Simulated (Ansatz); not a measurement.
The reference is WS₂ in the 2H-MoS2 type structure (space group P6_3/mmc, No. 194; a = 3.1148 Å, c = 11.7731 Å; layered, stacked along the Cartesian z axis).

Computed with PBEsol-D3(BJ), PAW, 420 eV (Ansatz, a program for electronic structure; no spin-orbit coupling).

Free-standing slabs (3 atom(s) a layer) normal to the stacking axis with 15 Å of vacuum; in-plane cell relaxed.

One change was made to it. Results:

| quantity | base | after |
|---|---|---|
| gap character | – | indirect, K → K–Γ (50 % along) |
| band gap | 0.65 eV | 1.99 eV |
| hole mass (in plane) | – | 0.41 mₑ (at K) |
| excess energy per area of both faces (slab less bulk energy over the cell's area: twice a surface energy) | – | 0.89 J/m² |

Question: What was done to the base?
(A) 1 layer
(B) 2 layers
(C) 4 layers

Answer: A, 1 layer. For comparison, the band gap in the other runs: 4 layers gives 0.83 eV; 2 layers gives 1.19 eV.

Slab and bulk use different k-meshes, which limits the precision of the excess energy. Spin-orbit coupling, missing from the scalar runs, can matter with W. Effective masses come from finite differences of ±0.01 Å⁻¹. Stability against distortions was not tested. Labels are those of the standard path for the cell's own space group.
